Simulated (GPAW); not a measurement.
Converging the plane-wave cutoff: Ga (Cm, 4 atoms in the cell)

```yaml
crystal:
  lattice:
    - [2.24870, -3.81085, 0.00000]
    - [2.24870, 3.81085, 0.00000]
    - [0.00000, 0.00000, 4.50735]
  atoms:
    - { symbol: Ga, position: [0.15490, 0.84510, 0.93009] }
    - { symbol: Ga, position: [0.34510, 0.65490, 0.41900] }
    - { symbol: Ga, position: [0.65490, 0.34510, 0.58100] }
    - { symbol: Ga, position: [0.84510, 0.15490, 0.08100] }
```

Computed with PBEsol, GPAW PAW datasets PBEsol (made by gpaw-setup) (plane waves; GPAW).

Base settings: mode = pw; ecut = 550 eV; xc = PBEsol; kpts = 3 3 3; mesh shift (steps) = 0 0 0; occupations.name = methfessel-paxton; occupations.width = 0.1 eV; occupations.order = 0; nbands = -8; convergence.density = 1e-05 e/electron.

Moved along: nbands, convergence.bands.

The second cell is the first with its lattice scaled by 0.98.

The mesh stays at the base's, so the ladder's end is converged at best in this setting alone.

Only quantities that move along the ladder and can be compared are tabulated.

The count of work is k-points × plane waves × bands × iterations; it is no time. 

The starting cell has typed, rounded lattice constants, without a prior relaxation at this level. Its lattice was rescaled by up to half a per cent. One atom was moved a little off its site on purpose.

Steps (ecut): 190 eV; 220 eV; 250 eV; 275 eV; 300 eV; 330 eV; 385 eV; 440 eV; 495 eV; 550 eV; 605 eV; 660 eV; 740 eV; 825 eV; 960 eV; 1100 eV; 1320 eV.

What is the coarsest ecut that holds the free energy within 2 meV/atom of the last step, with all finer ones?

220 eV, at 0.073 of the last step's count of work; the step before is off by 3.7 meV/atom.

What is the coarsest ecut that holds the energy of the compressed cell less the first within 0.2 meV/atom of the last step, with all finer ones?

250 eV, at 0.087 of the last step's count of work; the step before is off by 0.21 meV/atom.

What is the coarsest ecut that holds the pressure within 0.05 GPa of the last step, with all finer ones?

220 eV, at 0.073 of the last step's count of work; the step before is off by 0.07 GPa.

| ecut | free energy less the last step's (meV/atom) | energy of the compressed cell less the first (meV/atom) | pressure (GPa) | count of work / last |
|---|---|---|---|---|
| 190 eV | 3.69 | 18.06 | 0.38 | 0.059 |
| 220 eV | 1.79 | 17.86 | 0.47 | 0.073 |
| 250 eV | 1.75 | 17.78 | 0.48 | 0.087 |
| 275 eV | 1.70 | 17.81 | 0.47 | 0.10 |
| 300 eV | 1.43 | 17.75 | 0.45 | 0.11 |
| 330 eV | 1.04 | 17.73 | 0.45 | 0.13 |
| 385 eV | 0.62 | 17.70 | 0.46 | 0.17 |
| 440 eV | 0.49 | 17.68 | 0.46 | 0.20 |
| 495 eV | 0.44 | 17.68 | 0.46 | 0.24 |
| 550 eV | 0.39 | 17.67 | 0.46 | 0.36 |
| 605 eV | 0.32 | 17.66 | 0.46 | 0.31 |
| 660 eV | 0.23 | 17.65 | 0.45 | 0.35 |
| 740 eV | 0.12 | 17.64 | 0.45 | 0.42 |
| 825 eV | 0.05 | 17.65 | 0.46 | 0.50 |
| 960 eV | 0.01 | 17.64 | 0.46 | 0.62 |
| 1100 eV | 0.00 | 17.64 | 0.46 | 0.76 |
| 1320 eV | 0.00 | 17.64 | 0.46 | 1.0 |

The energy difference between the two cells stays within 1 meV/atom of the last step's from 190 eV on, the total only from 385 eV on: much of the error is common to both cells and cancels.
